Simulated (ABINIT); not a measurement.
Equation of state of rutile-structure SiO2 (space group 136): energy against volume (ABINIT, LDA)

```xyz
6
Lattice="4.0174 0.0000 0.0000 0.0000 4.0174 0.0000 0.0000 0.0000 2.5662" Properties=species:S:1:pos:R:3 pbc="T T T"
Si     0.0000     0.0000     0.0000
Si     2.0087     2.0087     1.2831
O      1.2293     1.2293     0.0000
O      3.2380     0.7794     1.2831
O      0.7794     3.2380     1.2831
O      2.7881     2.7881     0.0000
```

Method of the run: LDA (PW92), norm-conserving pseudopotentials (PseudoDojo nc-sr-04 LDA standard) (plane waves; ABINIT). Settings: pseudos = [Si.upf, O.upf]; ecut = 55 Ha; occopt = 3; tsmear = 0.01 eV; ngkpt = 8 8 12; nshiftk = 1; shiftk = 0 0 0; potentials = PseudoDojo nc-sr-04 LDA standard; nband = 22; kptopt = 1; nstep = 80; toldfe = 1e-09 Ha. The cell above is the first row's. The rows scale it uniformly. In all rows fractional positions and the k mesh are held. E is the free energy at the stated smearing, counted from the lowest row.

```csv
V (Å^3/atom),E (meV/atom)
6.9028,?
7.0529,49.10
7.2030,25.34
7.3530,9.75
7.5031,1.54
7.6531,0.00
7.8032,4.50
7.9533,14.46
8.1033,29.34
```

### Question
Fit E against V with the third-order Birch-Murnaghan form, a cubic in V^(-2/3), and predict the withheld value at V = 6.9028.

### Answer
With u = V^(-2/3) - 0.259, the rows have u = 0.012908, 0.009117, 0.005458, 0.001919, -0.001501, -0.004814, -0.008022, -0.011129. Least squares gives E = -0.095 + 337.09·u + 268522·u² + 49393·u³. Residuals (row less fit): -0.003, 0.005, -0.002, -0.001, -0.004, 0.000, 0.005, -0.003; standard error 0.005 (degrees of freedom: 4). Its minimum lies at u = -0.000628, so V0 = (0.258372)^(-3/2) = 7.614. There d²E/du² = 536900 and d³E/du³ = 296400, so B0 = (4/9) × 7.614^(-7/3) × 536900 × 0.160218 = 335 GPa (the last factor turns the table's units into GPa), and B0' = 4 + (2/3) × 0.258372 × (296400)/536900 = 4.1. The program's pressures in the fitted runs (not shown) pass through zero at V = 7.61, 0.00 % from this V0. At the withheld row, u = 0.016835, so E = -0.095 + 337.09 × 0.016835 + 268522 × 0.016835² + 49393 × 0.016835³ = 81.919 meV/atom. The calculation gives 81.88 meV/atom, 0.039 meV/atom below the prediction (under 0.05 % of the range of E in the table). The row lies outside the fitted rows, so this is an extrapolation. From the scatter of the fitted rows alone, a prediction at this place has a standard error of 0.013 meV/atom, so the miss is 2.9 times that.

Carrying the step between the two nearest rows on in a straight line would have given 72.86, off by 9.02; series whose last step already gives the withheld value aren't shown. The scan was laid around a cell of about the measured size, scaled by a guess for this functional; axis ratios and inner coordinates come from that cell. This is stishovite, a high-pressure phase. The runs keep the symmetry of the cell, so they don't test it for distortions. The shape of the cell and the inner coordinates aren't relaxed, so V0 and B0 belong to this uniform scaling; a relaxed crystal lies no higher in energy and is usually softer (forces reach 0.79 eV/Å in these rows). Cutoffs and mesh are single choices, not tested for convergence of this quantity. Series with a scatter that would blur these digits, or in which a gap closes, are not shown. Nor are scans whose minimum lies at an end fitted in this form.
